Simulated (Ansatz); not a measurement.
The parent structure is MgS in the rock salt structure (space group Fm-3m, No. 225; a = 5.2296 Å).

The change: cell and atoms relaxed at a pressure of 0.3 GPa.

Computed with DFT with PBE, PAW potentials and a 420 eV plane-wave cutoff in Ansatz (a program for electronic structure), no spin-orbit coupling, earlier PAW set.

Base, band edges from the VBM (valence, conduction): X -1.64, 2.76; W -2.31, 5.19; L -0.57, 4.53; Γ 0.00, 3.60; K -1.33, 3.89; U -1.33, 3.89 eV.

**Question.** Give the band edges at the high-symmetry points of the new zone, measured from its valence-band maximum.

**Answer.** 
```json
[
 {"point": "Γ", "valence edge (eV)": "0.00", "conduction edge (eV)": "3.63"},
 {"point": "X", "valence edge (eV)": "-1.65", "conduction edge (eV)": "2.77"},
 {"point": "U", "valence edge (eV)": "-1.34", "conduction edge (eV)": "3.90"},
 {"point": "K", "valence edge (eV)": "-1.34", "conduction edge (eV)": "3.90"},
 {"point": "L", "valence edge (eV)": "-0.58", "conduction edge (eV)": "4.53"},
 {"point": "W", "valence edge (eV)": "-2.32", "conduction edge (eV)": "5.21"}
]
```

The gap is 2.77 eV, indirect, Γ → X.

Load acts through the strain it causes; cell and atoms are relaxed under it. Gaps are Kohn–Sham eigenvalue differences; semilocal functionals usually give less than the measured gap. Whether these cells are dynamically stable was not tested.
